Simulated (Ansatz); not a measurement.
# Response to strain in SiO2

Consider SiO$_{2}$ (space group P3_221, No. 154; a = 4.949 Å, c = 5.441 Å).

Strains are applied to the cell and any free atomic positions relax.

The values are results of PBEsol in Ansatz (plane waves to 420 eV, PAW, scalar-relativistic without spin-orbit coupling), not measurements.

```json
[
 {"isotropic strain (%)": "-3", "band gap (eV)": "5.96"},
 {"isotropic strain (%)": "-2.25", "band gap (eV)": "5.89"},
 {"isotropic strain (%)": "-1.5", "band gap (eV)": "?"},
 {"isotropic strain (%)": "-0.75", "band gap (eV)": "5.78"},
 {"isotropic strain (%)": "0", "band gap (eV)": "5.72"}
]
```

### Question
Fit E_g = E₀ + Dε (ε in %) to the rows shown and predict the withheld row.

### Answer
Least squares on the printed values gives E₀ = 5.72 eV, D = -78.7 meV per % of strain (largest residual 0.01 eV); this predicts 5.84 eV, and the run gives 5.83 eV, in agreement.

Whether these cells are dynamically stable was not tested.

Ansatz is an electronic-structure program.
